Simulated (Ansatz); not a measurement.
SiC under load (space group P6_3mc), r2SCAN with spin-orbit coupling, rigid bands (Ansatz, a program for electronic structure). Condition of this run: hydrostatic pressure of 10 GPa (compression positive) (the target of the relaxation). Band gap 2.59 eV, N_c = 1.02e19 cm⁻³ and N_v = 6.53e19 cm⁻³ at 300 K, conductivity masses along y (a = (3.03, 0.00, 0.00) Å; b = (-1.52, 2.63, 0.00) Å; c = (0.00, 0.00, 4.98) Å) of 0.426 mₑ (electrons) and 1.21 mₑ (holes). Take k_BT = 0.02585 eV.

Task: What built-in voltage has an abrupt junction with N_A = 1e17 and N_D = 1e17 cm⁻³, all dopants ionised?

Result: V_bi = E_g/e − (k_BT/e) ln(N_c N_v/(N_A N_D)) = 2.59 − 0.02585 × 11.11 = 2.30 V, for the computed gap.

Task: A film of it is 5 nm thick, with its normal along the direction named. Estimate the confinement energies in an infinite well.

Result: ħ²π²/(2m t²) = 0.376 eV·nm²/(m/mₑ × t²) gives 35.3 meV for electrons and 12.4 meV for holes, so the gap would widen to about 2.64 eV. Finite barriers and nonparabolic bands lower this, and with several valleys or bands the heaviest mass along the normal sets the lowest level, not this average.

Task: What thermal injection velocity √(2k_BT/πm) limits a ballistic channel along the direction named?

Result: 8.24e6 cm/s for electrons and 4.89e6 cm/s for holes, a ratio of √(m_h/m_e) = 1.69, for dilute carriers.

Rigid bands with the computed gap; masses take one relaxation time for all states. Geometry: cell and atoms relaxed with PBEsol.
